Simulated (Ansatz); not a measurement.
Input and output of a self-consistent single point for Pt (Fm-3m, 1 atom in the cell) (Ansatz, a quantum-chemistry and plane-wave program).

Computed with PBE, PAW files (plane waves; Ansatz).

The change in words: lattice scaled by 0.98. Reference geometry:
```
CELL_PARAMETERS angstrom
      0.00000     2.00312     2.00312
      2.00312     0.00000     2.00312
      2.00312     2.00312     0.00000
ATOMIC_POSITIONS crystal
  Pt 0.00000 0.00000 0.00000
```

Reference input (self-consistent single point, DFT, PBE, plane waves, PAW files): basis.ecutwfc = 30.9 Ry; kpoints.mp_grid.grid = 19 19 19; hamiltonian.xc = pbe; hamiltonian.pseudopotentials = {kind: paw} (the program's default PAW files); scf.occupations.method = fermi_dirac; scf.occupations.width = 0.0037 Ry. This run's input differs from it in these lines:

```diff
@@ -2,5 +2,5 @@
   lattice:
-    - [0.000000, 2.003120, 2.003120]
-    - [2.003120, 0.000000, 2.003120]
-    - [2.003120, 2.003120, 0.000000]
+    - [0.000000, 1.963058, 1.963058]
+    - [1.963058, 0.000000, 1.963058]
+    - [1.963058, 1.963058, 0.000000]
   atoms:
```

Log, with long lists cut:

```
SCF iter   1: F=—  HF=-12525.036148 eV  |F-HF|=—  |Δ(HF+E_count)|=         —  Δρ=8.58e-2  dr2=1.05e0  ethr=3.10e-3  ⟨swp⟩=5.0  Hψ=14830  notcnv=0
all-band conjugate gradients solve this SCF's bands
preconditioner: auto → none
SCF iter   2: F=—  HF=-12524.760367 eV  |F-HF|=—  |Δ(HF+E_count)|=   2.76e-1  Δρ=4.04e-2  dr2=2.18e-1  ethr=3.10e-3  ⟨swp⟩=2.0  Hψ=5422  notcnv=0
SCF iter   3: F=—  HF=-12524.701519 eV  |F-HF|=—  |Δ(HF+E_count)|=   5.88e-2  Δρ=4.81e-3  dr2=1.25e-3  ethr=1.21e-3  ⟨swp⟩=2.1  Hψ=4696  notcnv=0
SCF iter   4: F=—  HF=-12524.702551 eV  |F-HF|=—  |Δ(HF+E_count)|=   1.03e-3  Δρ=2.10e-4  dr2=4.59e-6  ethr=6.93e-6  ⟨swp⟩=2.4  Hψ=5013  notcnv=0
SCF iter   5: F=—  HF=-12524.702553 eV  |F-HF|=—  |Δ(HF+E_count)|=   2.44e-6  Δρ=8.37e-5  dr2=9.18e-7  ethr=5.56e-10  ⟨swp⟩=6.9  Hψ=14959  notcnv=0
SCF iter   6: F=-12524.702553 eV  HF=-12524.702553 eV  |F-HF|=2.70e-8  |Δ(HF+E_count)|=   2.90e-7  Δρ=1.64e-5  dr2=3.36e-8  ethr=5.56e-10  ⟨swp⟩=3.0  Hψ=10715  notcnv=0
SCF 1 converged in 6 iterations: F = -12524.702553 eV  dr2 = 3.36e-8
Free energy (F): -12524.702553 eV
Internal energy: -12524.686114 eV  (E = F + TS)
E sigma→0 (E₀):  -12524.694333 eV
Entropy (-TS):   -0.016439 eV (-16.439 meV/atom)
Fermi energy:    23.287460 eV
--- Forces (eV/Å), atoms counted from 1 ---
  atom   1  Pt    -0.00000000     0.00000000     0.00000000
--- Stress (GPa, compression-positive) ---
        9.065317       0.000000       0.000000
        0.000000       9.065317       0.000000
        0.000000      -0.000000       9.065317
  P = ⅓ Tr σ = 9.0653 GPa (90.653 kbar)
  The stress holds the Pulay correction. Without it, at fixed plane waves, as pw.x and ABINIT print it: P = 8.9818 GPa
```

The run converged in 6 iterations. Against the reference run the free energy goes up by 5.2 meV/atom and the pressure goes from -6.29 to 9.07 GPa.

The starting cell comes from a database of computed structures (which also holds hypothetical and non-ambient phases and stackings), without a prior relaxation at this level. Its lattice was rescaled by a random factor within 2.5 % of one. For this run, on top of that: lattice scaled by 0.98. Spin polarisation is off. With a pressure of about 9 GPa the cell is away from its equilibrium volume at this level. Ansatz's pressure includes its estimate of the finite-basis (Pulay) stress.

Keys are those of Ansatz 0.2.
